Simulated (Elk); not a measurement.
# Worked example: self-consistent single point of GeOs (Fm-3m, 2 atoms in the cell) in Elk

Computed with PBE, all-electron FP-LAPW, Elk's shipped species files, LAPW+lo basis (Elk).

The input file:

```
tasks
  0

xctype
  20

rgkmax
  8.0

gmaxvr
  16.0

nxoapwlo
  1

rmtscf
  0.96

stype
  1

swidth
  0.00367493

scale
  7.479873696

avec
    0.0000000000    0.7071067812    0.7071067812
    0.7071067812    0.0000000000    0.7071067812
    0.7071067812    0.7071067812    0.0000000000

sppath
  './'

atoms
  2   : nspecies
  'Ge.in'   : spfname
  1   : natoms; atposl, bfcmt below
  0.0000000000  0.0000000000  0.0000000000    0.0 0.0 0.0
  'Os.in'   : spfname
  1   : natoms; atposl, bfcmt below
  0.5000000000  0.5000000000  0.5000000000    0.0 0.0 0.0

ngridk
  8 8 8
```

The program printed (abridged):

```
│ Elk code version 10.2.4 │

All units are atomic (Hartree, Bohr, etc.)

│ Ground-state run starting from atomic densities │

Lattice vectors :
   0.000000000       5.289069413       5.289069413
   5.289069413       0.000000000       5.289069413
   5.289069413       5.289069413       0.000000000

Unit cell volume      :    295.9155556
Brillouin zone volume :   0.8382466170

Muffin-tin inner radius fraction :   0.1000000000E-01

Nuclei treated as point charges

Species :    1 (Ge)
 parameters loaded from : Ge.in
 name : germanium
 nuclear charge    :   -32.00000000
 electronic charge :    32.00000000
 atomic mass :    132414.6195
 muffin-tin radius :    2.304000000
 number of radial points in muffin-tin :    497
 atomic positions (lattice), magnetic fields (Cartesian) :
   1 :   0.00000000  0.00000000  0.00000000    0.00000000  0.00000000  0.00000000

Species :    2 (Os)
 parameters loaded from : Os.in
 name : osmium
 nuclear charge    :   -76.00000000
 electronic charge :    76.00000000
 atomic mass :    346768.0765
 muffin-tin radius :    2.688000000
 number of radial points in muffin-tin :    697
 atomic positions (lattice), magnetic fields (Cartesian) :
   1 :   0.50000000  0.50000000  0.50000000    0.00000000  0.00000000  0.00000000

Total number of atoms per unit cell :    2

Spin treatment :
 spin-unpolarised

Number of Bravais lattice symmetries :   48
Number of crystal symmetries         :   48
Crystal has inversion symmetry
Real symmetric eigensolver will be used

k-point grid :      8     8     8
k-point offset :    0.000000000       0.000000000       0.000000000
k-point set is reduced with full crystal symmetry group
Total number of k-points :       29

Muffin-tin radius times maximum |G+k| :    8.000000000
 using average radius
Maximum |G+k| for APW functions       :    3.205128205
Maximum (1/2)|G+k|²                   :    5.136423406
Maximum |G| for potential and density :    16.00000000
 potential will be trimmed for |G| > 2 gkmax
Constant for pseudocharge density :   11
Radial integration step length :    4

G-vector grid sizes :     40    40    40
Number of G-vectors :    20395

Maximum angular momentum used for
 APW functions                      :    8
 outer part of muffin-tin           :    6
 inner part of muffin-tin           :    1

Total nuclear charge    :   -108.0000000
Total core charge       :    64.00000000
Total valence charge    :    44.00000000
Total excess charge     :    0.000000000
Total electronic charge :    108.0000000

Effective Wigner radius, rₛ :   0.8680641291

Number of empty states         :    8
Total number of valence states :   30
Total number of core states    :   64

Total number of local-orbitals :   47

Exchange-correlation functional :     20     0     0
 Perdew-Burke-Ernzerhof, Phys. Rev. Lett. 77, 3865 (1996)
 gradient requirement :    1
 generalised gradient approximation (GGA)

Smearing type :    1
 Methfessel-Paxton order 1, Phys. Rev. B 40, 3616 (1989)
Smearing width :   0.3674930000E-02
Effective electronic temperature (K) :    1160.451112

Mixing type :    3
 Broyden mixing, J. Phys. A: Math. Gen. 17, L317 (1984)

Kohn-Sham potential initialised from atomic data

│ Self-consistent loop started │
│ Loop number : 1 │
 total energy                :     -19387.3812373
│ Loop number : 2 │
 total energy                :     -19387.4356198
RMS change in Kohn-Sham potential (target) :   0.1452566222     (  0.1000000000E-05)
Absolute change in total energy (target)   :   0.5438244822E-01 (  0.1000000000E-03)
│ Loop number : 3 │
 total energy                :     -19387.2595416
RMS change in Kohn-Sham potential (target) :   0.1409832007     (  0.1000000000E-05)
Absolute change in total energy (target)   :   0.1624825303     (  0.1000000000E-03)
│ Loop number : 4 │
 total energy                :     -19384.4824747
RMS change in Kohn-Sham potential (target) :   0.6975567171E-01 (  0.1000000000E-05)
Absolute change in total energy (target)   :    2.817687522     (  0.1000000000E-03)
│ Loop number : 5 │
 total energy                :     -19382.1126692
RMS change in Kohn-Sham potential (target) :   0.2578902601E-01 (  0.1000000000E-05)
Absolute change in total energy (target)   :    3.074227419     (  0.1000000000E-03)
│ Loop number : 6 │
 total energy                :     -19381.7417704
RMS change in Kohn-Sham potential (target) :   0.7796152773E-02 (  0.1000000000E-05)
Absolute change in total energy (target)   :    1.139455687     (  0.1000000000E-03)
│ Loop number : 7 │
 total energy                :     -19381.1309775
RMS change in Kohn-Sham potential (target) :   0.8901775345E-03 (  0.1000000000E-05)
Absolute change in total energy (target)   :   0.8956568200     (  0.1000000000E-03)
│ Loop number : 8 │
 total energy                :     -19381.1696452
RMS change in Kohn-Sham potential (target) :   0.1427464714E-03 (  0.1000000000E-05)
Absolute change in total energy (target)   :   0.1852464481     (  0.1000000000E-03)
│ Loop number : 9 │
 total energy                :     -19381.1504616
RMS change in Kohn-Sham potential (target) :   0.9612857324E-04 (  0.1000000000E-05)
Absolute change in total energy (target)   :   0.6549523555E-01 (  0.1000000000E-03)
│ Loop number : 10 │
 total energy                :     -19381.1446105
RMS change in Kohn-Sham potential (target) :   0.2413083775E-04 (  0.1000000000E-05)
Absolute change in total energy (target)   :   0.2222485101E-01 (  0.1000000000E-03)
│ Loop number : 11 │
 total energy                :     -19381.1438254
RMS change in Kohn-Sham potential (target) :   0.8818197064E-05 (  0.1000000000E-05)
Absolute change in total energy (target)   :   0.6341378186E-02 (  0.1000000000E-03)
│ Loop number : 12 │
 total energy                :     -19381.1434448
RMS change in Kohn-Sham potential (target) :   0.7098217077E-06 (  0.1000000000E-05)
Absolute change in total energy (target)   :   0.1965885076E-02 (  0.1000000000E-03)
│ Loop number : 13 │
 total energy                :     -19381.1434250
RMS change in Kohn-Sham potential (target) :   0.2931787252E-06 (  0.1000000000E-05)
Absolute change in total energy (target)   :   0.5113576954E-03 (  0.1000000000E-03)
│ Loop number : 14 │
 total energy                :     -19381.1434279
RMS change in Kohn-Sham potential (target) :   0.3025161804E-06 (  0.1000000000E-05)
Absolute change in total energy (target)   :   0.1248726294E-03 (  0.1000000000E-03)
│ Loop number : 15 │
 total energy                :     -19381.1434205
RMS change in Kohn-Sham potential (target) :   0.2036323806E-06 (  0.1000000000E-05)
Absolute change in total energy (target)   :   0.3865195686E-04 (  0.1000000000E-03)
Convergence targets achieved

│ Loop number : 16 │

Energies :
 Fermi                       :     0.236147133596
 sum of eigenvalues          :     -11816.1533050
 electron kinetic            :      21760.5886353
 core electron kinetic       :      20855.4124659
 Coulomb                     :     -40720.8213357
 Coulomb potential           :     -33026.8032895
 nuclear-nuclear             :     -1428.25943602
 electron-nuclear            :     -45558.3205098
 Hartree                     :      6265.75861016
 Madelung                    :     -24207.4196909
 xc potential                :     -549.938650816
 exchange                    :     -414.771284777
 correlation                 :     -6.13941923033
 total energy                :     -19381.1434044

Density of states at Fermi energy :    139.1197445
 (states/Hartree/unit cell)

Estimated indirect band gap :   0.1705764884E-02
 from k-point     24 to k-point     21
Estimated direct band gap   :   0.3264758491E-02
 at k-point     26

Charges :
 core                        :    64.00000000
 valence                     :    44.00000000
 interstitial                :    3.361574905
 muffin-tins (core leakage)
  species :    1 (Ge)
   atom    1                 :    30.11487555     (  0.5642465177E-03)
  species :    2 (Os)
   atom    1                 :    74.52354954     (  0.4995771263E-07)
 total in muffin-tins        :    104.6384251
 total calculated charge     :    107.9876585
 total charge                :    108.0000000
 error                       :   0.1234150556E-01

│ Self-consistent loop stopped │
```

The run converged in 16 iterations. The count includes the last loop, which Elk runs after its targets are met.

The starting cell was generated: these elements placed on a structure prototype, without a prior relaxation; it need not be a known phase or ordering of this composition. Its lattice was rescaled by a random factor within 2.5 % of one. Spin-orbit coupling is off. Spin polarisation is off. Values depend on the basis (sphere radii, cutoffs, local orbitals), which need not be converged. The log's line on a gap gives a spacing of levels on this mesh, which the program prints for metals too.
